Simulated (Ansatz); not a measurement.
The starting structures come from a database of crystals and need not be the phases stable at ambient conditions.

# Evanescent states of CuRhO$_{2}$ (R-3m, not sure to be the ambient phase, 4 atoms a cell, 11.7 Å³ an atom, -4 GPa at this level) along the normal of (100)

The numbers are results of PBEsol (plane waves, PAW; Ansatz, an electronic-structure program), not measurements.

The gap is the functional's own. No spin-orbit coupling. Mid-gap values are interpolated on the energy grid.

Energies count from the valence-band top; κ is the least over a 10×2 mesh across the current.

```json
[
 {"E (eV)": "0.03", "κ (1/Å)": "0.104", "where": "off Γ"},
 {"E (eV)": "0.07", "κ (1/Å)": "0.164", "where": "off Γ"},
 {"E (eV)": "0.12", "κ (1/Å)": "0.195", "where": "off Γ"},
 {"E (eV)": "0.17", "κ (1/Å)": "0.194", "where": "off Γ"},
 {"E (eV)": "0.23", "κ (1/Å)": "0.192", "where": "off Γ"},
 {"E (eV)": "0.28", "κ (1/Å)": "0.187", "where": "Γ"},
 {"E (eV)": "0.33", "κ (1/Å)": "0.175", "where": "Γ"},
 {"E (eV)": "0.38", "κ (1/Å)": "0.160", "where": "Γ"},
 {"E (eV)": "0.42", "κ (1/Å)": "0.144", "where": "Γ"},
 {"E (eV)": "0.47", "κ (1/Å)": "0.126", "where": "Γ"},
 {"E (eV)": "0.53", "κ (1/Å)": "0.103", "where": "Γ"},
 {"E (eV)": "0.57", "κ (1/Å)": "0.073", "where": "Γ"}
]
```

Problem. How thick must the barrier be to attenuate the transmission by 10^4 when the electrodes' Fermi level lies at 0.33 eV, and what attenuation does that film give at 0.42 eV?

Solution. d = 4 ln 10 / (2 × 0.175) = 26.3 Å. At 0.42 eV it gives 4 × 0.144/0.175 = 3.3 decades.
